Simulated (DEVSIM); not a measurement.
Structure: Si n+/n-/n+ resistor, at 300 K.

```
layer (left to right)  material  thickness (μm)  Nd (cm⁻³)   τn (s)   τp (s)
---------------------  --------  --------------  ---------  -------  -------
1                            Si           0.540     6.5e17  0.00048  0.00048
2                            Si           0.220     6.2e15  0.00048  0.00048
3                            Si           0.200     3.4e17  0.00048  0.00048
```

Left contact: ohmic. Right contact: ohmic. Voltage is applied to the left contact. Recombination: SRH at mid-gap, Auger. Gap narrowing is on: ΔEg = 6.92 meV × (l + √(l² + 0.5)), l = ln(N/1.3e17 cm⁻³), shared equally by both band edges. Mobility is constant in doping.

Constants are typed, rounded textbook-type inputs, not results; the design itself was drawn at random and stands for no fabricated device. Values at 300 K.

```csv
parameter,Si
gap (eV),1.124
affinity (eV),4.05
permittivity,11.7
Nc (cm⁻³),2.86e19
Nv (cm⁻³),3.1e19
μn (cm²/Vs),1417
μp (cm²/Vs),470
Cn (cm⁶/s),2.8e-31
Cp (cm⁶/s),9.9e-32
```

Model (solved in DEVSIM): 1D drift-diffusion, Boltzmann statistics, complete ionisation; no tunnelling, impact ionisation, image-force lowering or self-heating.

Tabulate band edges, carrier densities and field at zero bias.

Energies count from the Fermi level of the right contact; mesh points crowd at the junctions.

```csv
x (μm),Ec (eV),Ev (eV),n (cm⁻³),p (cm⁻³),field (V/cm)
0.000,0.098,-1.003,6.5e17,440,≈ 0
0.01802,0.098,-1.003,6.5e17,440,≈ 0
0.04831,0.098,-1.003,6.5e17,440,≈ 0
0.09925,0.098,-1.003,6.5e17,440,≈ 0
0.2280,0.098,-1.003,6.5e17,440,≈ 0
0.3542,0.098,-1.003,6.5e17,440,≈ 0
0.4402,0.098,-1.003,6.5e17,440,≈ 0
0.5017,0.098,-1.003,6.5e17,440,26
0.5280,0.100,-1.001,6.0e17,480,4300
0.5431,0.140,-0.984,1.3e17,930,29000
0.5622,0.174,-0.949,3.4e16,3500,12000
0.6061,0.201,-0.922,1.2e16,9900,2900
0.6587,0.207,-0.917,9.6e15,12000,-350
0.7061,0.198,-0.925,1.3e16,8900,-3700
0.7445,0.171,-0.953,3.9e16,3100,-13000
0.7610,0.132,-0.977,1.7e17,1200,-23000
0.7788,0.116,-0.993,3.2e17,650,-2200
0.8061,0.115,-0.994,3.4e17,610,-47
0.8600,0.115,-0.995,3.4e17,610,≈ 0
0.9062,0.115,-0.995,3.4e17,610,≈ 0
0.9362,0.115,-0.995,3.4e17,610,≈ 0
0.9600,0.115,-0.995,3.4e17,610,≈ 0
```
